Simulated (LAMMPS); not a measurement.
Size effects in liquid CdTe (zinc blende) at 1490 K and zero pressure.

Method: classical MD, pair style sw, file CdTe.sw; code LAMMPS.

```tsv
atoms	volume	first peak of g(r), Cd-Te	D(Cd)	D(Te)	rough cost (core-seconds per simulated ps)
64	38.19 ± 0.07 Å³/atom	2.90 Å, height 3.0	(7.2 ± 0.6) × 10^-5 cm²/s	(6.4 ± 1.0) × 10^-5 cm²/s	0.04
216	38.25 ± 0.03 Å³/atom	2.97 Å, height 3.1	(6.8 ± 0.5) × 10^-5 cm²/s	(7.5 ± 0.7) × 10^-5 cm²/s	0.3
4096	38.26 ± 0.03 Å³/atom	2.97 Å, height 2.9	(8.2 ± 0.2) × 10^-5 cm²/s	(8.5 ± 0.3) × 10^-5 cm²/s	4
17576	38.252 ± 0.010 Å³/atom	2.98 Å, height 2.9	(8.2 ± 0.1) × 10^-5 cm²/s	(8.6 ± 0.1) × 10^-5 cm²/s	19
```

Periodic images slow diffusion in small cells, by a term that falls as 1/L. Costs are rough.

Caution: the real compound melts congruently only under the pressure of its own vapour and loses its more volatile element when open.

Errors of D are the spread over four groups of atoms in one short run; a floor of about 5 %, a picked value, is safer.

Uncertainties are statistical and leave out the potential's own error.
